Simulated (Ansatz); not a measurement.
Take ZnS in the zinc blende structure (space group F-43m, No. 216) as the base.

```yaml
crystal:
  lattice:
    - [0.00000, 2.67846, 2.67846]
    - [2.67846, 0.00000, 2.67846]
    - [2.67846, 2.67846, 0.00000]
  atoms:
    - { symbol: S, position: [0.75000, 0.75000, 0.75000] }
    - { symbol: Zn, position: [0.00000, 0.00000, 0.00000] }
```

Cartesian axes are those of the cell as printed.

Calculations: PBEsol (Ansatz, a program for electronic structure, PAW, no SOC), earlier PAW set.

It is then changed as follows: tensor shear ε_xy = −1.38 % (engineering shear γ = -0.0276); the atoms relax in the strained cell.

Task: Predict the stress tensor and what it implies for the stiffness.

Result: Stress of the strained cell less that of the base (GPa, compression positive):
```
   0.01    1.34    0.00
   1.34    0.01    0.00
   0.00    0.00   -0.01
```

Then −Δσ/γ with γ = 2ε = -0.0276 gives secant stiffness values (nonlinear terms included at this strain): C66 ≈ 49 GPa.

Stability against distortions was not tested.
